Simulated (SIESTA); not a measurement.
Worked example: self-consistent single point of ScAl₃ (Pm-3m, 4 atoms in the cell) in SIESTA.

Method: LDA PW92, numerical atomic orbitals DZP, PseudoDojo LDA standard norm-conserving potentials (rewritten from UPF to PSML) in SIESTA.

```xyz
4
Lattice="3.9979 0.0000 0.0000 0.0000 3.9979 0.0000 0.0000 0.0000 3.9979" Properties=species:S:1:pos:R:3 pbc="T T T"
Sc     0.0000     0.0000     0.0000
Al     1.9989     0.0000     1.9989
Al     0.0000     1.9989     1.9989
Al     1.9989     1.9989     0.0000
```

Reference input (self-consistent single point, DFT, GGA PBE, numerical atomic orbitals DZP, PseudoDojo PBE standard norm-conserving potentials (rewritten from UPF to PSML)): XC.functional = GGA; XC.authors = PBE; potentials = PseudoDojo PBE standard; PAO.BasisSize = DZP; PAO.EnergyShift = 0.01 Ry; MeshCutoff = 300 Ry; kgrid.MonkhorstPack = 7 7 7; OccupationFunction = FD; ElectronicTemperature = 1160.45 K; MaxSCFIterations = 150; SCF.Mixer.Method = Pulay; SCF.Mixer.Weight = 0.2. This run's input differs from it in these lines:

```diff
@@ -1,2 +1,2 @@
-# files in the folder: Sc.psml Al.psml (PseudoDojo PBE standard)
+# files in the folder: Sc.psml Al.psml (PseudoDojo LDA standard)
 SystemName  ScAl3
@@ -24,4 +24,4 @@
 
-XC.functional                GGA
-XC.authors                   PBE
+XC.functional                LDA
+XC.authors                   PW92
 PAO.BasisSize                DZP
```

Output, abridged:

```
        iscf     Eharris(eV)        E_KS(eV)     FreeEng(eV)     dDmax    Ef(eV) dHmax(eV)
   scf:    1    -1492.303994    -1509.826246    -1509.864481  1.806211 -5.368287  3.562729
   scf:    2    -1510.246812    -1510.078460    -1510.116619  0.061554 -5.465727  1.422530
   scf:    3    -1510.175271    -1510.136657    -1510.175184  0.045233 -5.530216  0.313522
   scf:    4    -1510.166145    -1510.154871    -1510.194098  0.036914 -5.561913  0.138767
   scf:    5    -1510.139055    -1510.150218    -1510.189335  0.013283 -5.590438  0.417284
   scf:    6    -1510.154193    -1510.155312    -1510.194481  0.008722 -5.567866  0.097313
   scf:    7    -1510.155631    -1510.155485    -1510.194651  0.000463 -5.569384  0.063887
   scf:    8    -1510.155651    -1510.155617    -1510.194780  0.000942 -5.572283  0.000510
   scf:    9    -1510.155617    -1510.155617    -1510.194780  0.000006 -5.572273  0.000328
SCF Convergence by DM+H criterion
max |DM_out - DM_in|         :     0.0000055735
max |H_out - H_in|      (eV) :     0.0003283310
SCF cycle converged after 9 iterations

Using DM_out to compute the final energy and forces

siesta: E_KS(eV) =            -1510.1556

siesta: E_KS - E_eggbox =     -1510.1556

siesta: Atomic forces (eV/Ang):
     1    0.000000    0.000000    0.000000
     2    0.000000   -0.000000    0.000000
     3   -0.000000    0.000000    0.000000
     4    0.000000    0.000000   -0.000000
   Tot    0.000000    0.000000    0.000000
   Max    0.000000
   Res    0.000000    sqrt( Sum f_i^2 / 3N )
   Max    0.000000    constrained

Stress tensor Voigt[x,y,z,yz,xz,xy] (kbar):      -14.56      -14.56      -14.56       -0.00       -0.00       -0.00
(Free)E + p*V (eV/cell)    -1509.6139
   [... lines left out ...]
siesta: FreeEng =     -1510.194780
   [... lines left out ...]
siesta:    -0.009090   -0.000000   -0.000000
siesta:    -0.000000   -0.009090   -0.000000
siesta:    -0.000000   -0.000000   -0.009090

siesta: Cell volume =         63.898198 Ang**3

siesta: Pressure (static):
siesta:                Solid            Molecule  Units
siesta:           0.00009900          0.00009900  Ry/Bohr**3
siesta:           0.00909022          0.00909022  eV/Ang**3
siesta:          14.56413701         14.56413690  kBar
```

The run converged in 9 iterations. Against the reference run the pressure goes from 7.14 to 1.46 GPa.

The starting cell comes from a database of computed structures (which also holds hypothetical and non-ambient phases and stackings), without a prior relaxation at this level. Its lattice was rescaled by a random factor within 2.5 % of one. Values carry the incompleteness of an atom-centred basis.

Cost on one core of a shared machine: roughly 60 s.
